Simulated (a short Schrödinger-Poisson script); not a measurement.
Stack: gated In0.52Al0.48As/In0.53Ga0.47As δ-doped gas in a quantum well, at 300 K.

```tsv
layer	material	thickness (nm)	Na (cm⁻³)
1	In0.52Al0.48As	8	-
2	In0.52Al0.48As	20	-
3	In0.53Ga0.47As	6	-
4	In0.52Al0.48As	4000	3e15
```

Constants are typed, rounded textbook-type inputs, not results; the design itself was drawn at random and stands for no fabricated device. In0.52Al0.48As: permittivity 12.5, conduction-band edge (eV) 0.52, gap (eV) 1.45, electron mass (mₑ) 0.075, Nv at 300 K (cm⁻³) 1.1e19. In0.53Ga0.47As: permittivity 13.9, conduction-band edge (eV) 0, gap (eV) 0.74, Nv at 300 K (cm⁻³) 7.7e18.

Channel valleys (confinement mass, in-plane density-of-states mass, number): Γ 0.041, 0.041, 1. At the gate the conduction-band edge of layer 1 lies 0.65 eV − eVg above the Fermi level of the channel; the field vanishes at the back. Sheet of ionised δ-doping: +2.4e12 e/cm² at 8 nm from the gate. The barrier under the gate holds no holes. Gaps are held at their typed values at every temperature. Mesh 0.08 nm at interfaces.

Solved with a short Schrödinger-Poisson script written for these runs: 1D Poisson equation in equilibrium, electrons quantum, Hartree plus LDA exchange-correlation (BenDaniel-Duke, 40 states a valley, the channel's in-plane mass for all, wave functions free to enter the barrier), parabolic valleys, classical holes, full ionisation, no traps, pinning or gate leakage.

The same stack at other levels of the model or other numerical settings:

| run | sheet density of all electrons at Vg = 0.4 V (cm⁻²) | sheet density of all electrons at Vg = -0.1 V (cm⁻²) | capacitance at Vg = 0.4 V (μF/cm²) | centroid of the channel electrons at Vg = 0.4 V (nm) | rough cost against the base |
|---|---|---|---|---|---|
| base | 7.88e11 | 3.49e9 | 0.333 | 2.89 | about 1 |
| electrons treated as classical, Boltzmann | 9.88e11 | ? | 0.368 | 2.21 | 0.02 |
| electrons treated as classical, Fermi-Dirac | ? | ? | 0.324 | 2.73 | 0.08 |
| electrons treated as quantum, Hartree | 7.62e11 | 3.21e9 | 0.329 | 2.89 | 0.7 |
| mesh six times as coarse | 7.85e11 | 3.30e9 | 0.333 | 2.88 | 0.2 |
| one subband a valley | 7.86e11 | 3.49e9 | 0.325 | 2.89 | 0.2 |

Question: Some entries are withheld; supply them.

Answer: 
- electrons treated as classical, Fermi-Dirac, sheet density of all electrons at Vg = 0.4 V (cm⁻²): 8.44e11
- electrons treated as classical, Fermi-Dirac, sheet density of all electrons at Vg = -0.1 V (cm⁻²): 2.77e10
- electrons treated as classical, Boltzmann, sheet density of all electrons at Vg = -0.1 V (cm⁻²): 2.93e10

The classical rows ignore confinement, and Boltzmann statistics overrate the density once the band edge passes the Fermi level.
